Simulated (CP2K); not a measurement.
**Input and output of a self-consistent single point for MgO (Fm-3m, 2 atoms in the cell) (CP2K)**

Computed with PBE, GPW, DZVP-MOLOPT-SR-GTH basis, GTH-PBE potentials (GTH_POTENTIALS) run with CP2K.

Input as run:

```
&GLOBAL
  PROJECT calc
  RUN_TYPE ENERGY_FORCE
  PRINT_LEVEL MEDIUM
&END GLOBAL
&FORCE_EVAL
  METHOD Quickstep
  STRESS_TENSOR ANALYTICAL
  &DFT
    BASIS_SET_FILE_NAME BASIS_MOLOPT
    POTENTIAL_FILE_NAME GTH_POTENTIALS
    &QS
      METHOD GPW
      EPS_DEFAULT 1E-10
    &END QS
    &MGRID
      CUTOFF 1000
      REL_CUTOFF 50
      NGRIDS 5
    &END MGRID
    &SCF
      SCF_GUESS ATOMIC
      EPS_SCF 1E-6
      MAX_SCF 100
      ADDED_MOS 4
      &DIAGONALIZATION
        ALGORITHM STANDARD
      &END DIAGONALIZATION
      &MIXING
        METHOD BROYDEN_MIXING
        ALPHA 0.2
        NBUFFER 8
        BETA 1
      &END MIXING
      &SMEAR ON
        METHOD GAUSSIAN
        SIGMA [eV] 0.05
      &END SMEAR
    &END SCF
    &KPOINTS
      SCHEME MONKHORST-PACK 7 7 7
    &END KPOINTS
    &XC
      &XC_FUNCTIONAL PBE
      &END XC_FUNCTIONAL
    &END XC
    &PRINT
      &MO
        EIGENVALUES T
        OCCUPATION_NUMBERS T
        NDIGITS 8
        FILENAME mo
        &EACH
          QS_SCF 0
        &END EACH
        ADD_LAST NUMERIC
      &END MO
      &MULLIKEN ON
      &END MULLIKEN
    &END PRINT
  &END DFT
  &SUBSYS
    &CELL
      A 2.89621000 0.00000000 0.00000000
      B 1.44810500 2.50819200 0.00000000
      C 1.44810500 0.83606400 2.36474600
      PERIODIC XYZ
    &END CELL
    &COORD
      Mg       0.00000000     0.00000000     0.00000000
      O        2.89621000     1.67212800     1.18237300
    &END COORD
    &KIND Mg
      BASIS_SET DZVP-MOLOPT-SR-GTH
      POTENTIAL GTH-PBE-q10
    &END KIND
    &KIND O
      BASIS_SET DZVP-MOLOPT-SR-GTH
      POTENTIAL GTH-PBE-q6
    &END KIND
  &END SUBSYS
  &PRINT
    &FORCES ON
    &END FORCES
    &STRESS_TENSOR ON
    &END STRESS_TENSOR
  &END PRINT
&END FORCE_EVAL
```

Output (repeated stretches shortened):

```
 GLOBAL| Method name                                                        CP2K
 GLOBAL| Project name                                                       calc
 GLOBAL| Run type                                                   ENERGY_FORCE

 CELL| Volume [angstrom^3]:                                            17.178108
 CELL| Vector a [angstrom]:       2.896     0.000     0.000   |a| =     2.896210
 CELL| Vector b [angstrom]:       1.448     2.508     0.000   |b| =     2.896210
 CELL| Vector c [angstrom]:       1.448     0.836     2.365   |c| =     2.896210
 CELL| Angle (b,c), alpha [degree]:                                    60.000003
 CELL| Angle (a,c), beta  [degree]:                                    60.000005
 CELL| Angle (a,b), gamma [degree]:                                    60.000006
 CELL| Numerically orthorhombic:                                              NO
 CELL| Periodicity                                                           XYZ

 DFT| Spin restricted Kohn-Sham (RKS) calculation                            RKS
 DFT| Multiplicity                                                             1
 DFT| Number of spin states                                                    1
 DFT| Charge                                                                   0
 DFT| XC density smoothing                                                  NONE
 DFT| XC derivatives                                                          PW

 QS| Method:                                                                 GPW
 QS| Density plane wave grid type                        NON-SPHERICAL FULLSPACE
 QS| Number of grid levels:                                                    5
 QS| Density cutoff [a.u.]:                                                500.0
 QS| Multi grid cutoff [a.u.]: 1) grid level                               500.0
   [... lines left out ...]
 BRILLOUIN| Wavefunction type                                            COMPLEX
 BRILLOUIN| List of Kpoints [2 Pi/Bohr]                                      172
 BRILLOUIN| Number           Weight            X              Y              Z
 BRILLOUIN|     1           0.00583       -0.42857       -0.42857       -0.42857
 BRILLOUIN|     2           0.00583       -0.42857       -0.42857       -0.28571
 BRILLOUIN|     3           0.00583       -0.42857       -0.42857       -0.14286
   [... 169 lines left out ...]
 *******************************************************************************

 Extrapolation method: initial_guess

 Re-scaling the density matrix to get the right number of electrons
                  # Electrons              Trace(P)               Scaling factor
                           16                16.000                        1.000

 Number of electrons:                                                         16
 Number of occupied orbitals:                                                  8
 Number of molecular orbitals:                                                12

 Number of orbital functions:                                                 22
 Number of independent orbital functions:                                     22
 SCF WAVEFUNCTION OPTIMIZATION

  Step     Update method      Time    Convergence         Total energy    Change
     1 NoMix/Diag. 0.20E+00      -     1.78612076       -79.8122825922 -7.98E+01
     2 Broy./Diag. 0.20E+00      -     0.11358693       -77.6449207799  2.17E+00
     3 Broy./Diag. 0.20E+00      -     0.19063412       -78.7313184466 -1.09E+00
     4 Broy./Diag. 0.20E+00      -     0.02002347       -79.4897602314 -7.58E-01
     5 Broy./Diag. 0.20E+00      -     0.01125270       -79.3935830992  9.62E-02
     6 Broy./Diag. 0.20E+00      -     0.00054755       -79.4351873216 -4.16E-02
     7 Broy./Diag. 0.20E+00      -     0.00163597       -79.4278365585  7.35E-03
     8 Broy./Diag. 0.20E+00      -     0.00024964       -79.4237333534  4.10E-03
     9 Broy./Diag. 0.20E+00      -     0.00018973       -79.4262314286 -2.50E-03
    10 Broy./Diag. 0.20E+00      -     0.00004818       -79.4264191029 -1.88E-04
    11 Broy./Diag. 0.20E+00      -     0.00005298       -79.4262540944  1.65E-04
    12 Broy./Diag. 0.20E+00      -     0.00000078       -79.4262083715  4.57E-05
  *** SCF run converged in    12 steps ***

  Electronic density on regular grids:        -15.9999999832        0.0000000168
  Core density on regular grids:               15.9999999998       -0.0000000002
  Total charge density on r-space grids:        0.0000000167
  Total charge density g-space grids:           0.0000000167

  Overlap energy of the core charge distribution:               0.00000000000000
  Self energy of the core charge distribution:               -187.87291228687351
  Core Hamiltonian energy:                                     55.55988648274362
  Hartree energy:                                              65.22621104174306
  Exchange-correlation energy:                                -12.33939360911633
  Smearing free energy correction:                             -0.00000000000000
  Fermi energy:                                                 0.32583113602640

  Total energy:                                               -79.42620837150317
  Total energy (extrapolated to sigma->0):                    -79.42620837150317

                     Mulliken Population Analysis

 #  Atom  Element  Kind  Atomic population                           Net charge
       1     Mg       1          8.906993                              1.093007
       2     O        2          7.093007                             -1.093007
 # Total charge                             16.000000                 -0.000000

 ENERGY| Total FORCE_EVAL ( QS ) energy [hartree]            -79.426209435353314

 FORCES| Atomic forces [hartree/bohr]
 FORCES|   Atom     x               y               z               |f|
 FORCES|      1  1.89750247E-14  3.33262330E-14 -2.63066216E-14   4.65051364E-14
 FORCES|      2  4.22924594E-15  3.98553498E-15  1.53629366E-14   1.64253107E-14
 FORCES| Sum     2.32042707E-14  3.73117680E-14 -1.09436850E-14
 FORCES| Total atomic force                                       4.52810164E-14

 STRESS| Analytical stress tensor [bar]
 STRESS|                        x                   y                   z
 STRESS|      x        2.60211957180E+05   8.47195322718E+02   5.99057536887E+02
 STRESS|      y        8.47195322718E+02   2.59233690441E+05   3.47078944253E+02
 STRESS|      z        5.99057536887E+02   3.47078944253E+02   2.58990206371E+05
 STRESS| 1/3 Trace                                             2.59478617998E+05
```

The run converged in 12 iterations.

The starting cell comes from a database of computed structures (which also holds hypothetical and non-ambient phases and stackings), without a prior relaxation at this level. Its lattice was rescaled by a random factor within 2.5 % of one. Values carry the incompleteness of an atom-centred basis. With a pressure of about 26 GPa the cell is away from its equilibrium volume at this level.
